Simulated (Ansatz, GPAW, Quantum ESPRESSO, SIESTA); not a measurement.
Code comparison for OsRu3 (P1, 8 atoms in the cell)

Self-consistent single point, at a second geometry (atoms moved at random). First geometry:

```xyz
8
Lattice="5.4304 0.0000 0.0000 -2.7152 4.7029 0.0000 0.0000 0.0000 4.2910" Properties=species:S:1:pos:R:3 pbc="T T T"
Ru     4.0665     0.7875     3.2182
Ru    -1.3513     3.9154     1.0727
Ru     1.3513     3.9154     1.0727
Ru     1.3639     0.7875     3.2182
Ru     2.7152     3.1280     3.2182
Ru     0.0000     1.5749     1.0727
Os     2.7152     1.5676     1.0727
Os     0.0000     3.1353     3.2182
```

Second geometry:
```
CELL_PARAMETERS angstrom
      5.43042     0.00000     0.00000
     -2.71521     4.70288     0.00000
      0.00000     0.00000     4.29098
ATOMIC_POSITIONS crystal
  Ru 0.79456 0.15691 0.75332
  Ru 0.18487 0.84854 0.25596
  Ru 0.65690 0.81880 0.25935
  Ru 0.34814 0.17004 0.75450
  Ru 0.83554 0.66014 0.74840
  Ru 0.17953 0.34879 0.25295
  Os 0.66148 0.33256 0.24030
  Os 0.33897 0.66421 0.73522
```

Shared settings, as Ansatz (a program for electronic structure) writes them: kpoints.mp_grid.grid = 4 4 5; scf.occupations.method = fermi_dirac; scf.occupations.width = 0.136 eV. Potentials and cutoffs stand in the table.

| code | model | ΔF from the first geometry (meV/atom) | pressure (GPa) | largest force (eV/Å) | cutoff |
|---|---|---|---|---|---|
| SIESTA | GGA PBEsol, numerical atomic orbitals DZP, PseudoDojo PBEsol standard norm-conserving potentials (rewritten from UPF to PSML) | 96.1 | 2.87 | 4.071 | grid 400 Ry |
| Quantum ESPRESSO | PBEsol, GBRV 1.5 ultrasoft (PBESOL) pseudopotentials | 75.6 | -2.00 | 3.394 | 40 Ry |
| GPAW | PBEsol, GPAW PAW datasets PBEsol (made by gpaw-setup) | 74.0 | -2.72 | 3.344 | 600 eV |
| Ansatz | PBEsol, PAW files made with PBE | 76.0 | -1.77 | 3.406 | default |

Size of the force on each atom (eV/Å): Sizes of forces hide their directions.

```csv
code,Ru1,Ru2,Ru3,Ru4,Ru5,Ru6,Os7,Os8
SIESTA,4.071,1.556,1.973,2.626,0.986,2.249,1.417,1.940
Quantum ESPRESSO,3.394,1.280,1.487,1.993,0.643,1.783,1.061,1.511
GPAW,3.344,1.265,1.461,1.966,0.634,1.752,1.038,1.479
Ansatz,3.406,1.286,1.494,2.002,0.647,1.790,1.065,1.516
```

On Ansatz's run: spin-orbit coupling is off. Spin polarisation is off.

The spread over the programs that give each value: ΔF from the first geometry within 22.1 meV/atom; pressure within 5.59 GPa; largest force within 0.727 eV/Å.

SIESTA uses small atom-centred bases, whose incompleteness enters pressures, forces and empty levels differently from a plane-wave cutoff. Ansatz's pressure is given at a fixed set of plane waves, as the other plane-wave codes print theirs; with its correction for the finite basis it is -1.54 GPa (the shift of 0.23 GPa shows how far the cutoff is from converged). In the pressure, SIESTA (by 4.87) lies more than 1 GPa from the median of the plane-wave programs. In the force vectors, SIESTA (by 0.684) lies more than 0.08 eV/Å from the median of the plane-wave programs.

The starting cell comes from a database of computed structures (which also holds hypothetical and non-ambient phases and stackings), without a prior relaxation at this level. For this run, on top of that: atoms moved at random.

Keys are those of Ansatz 0.2.
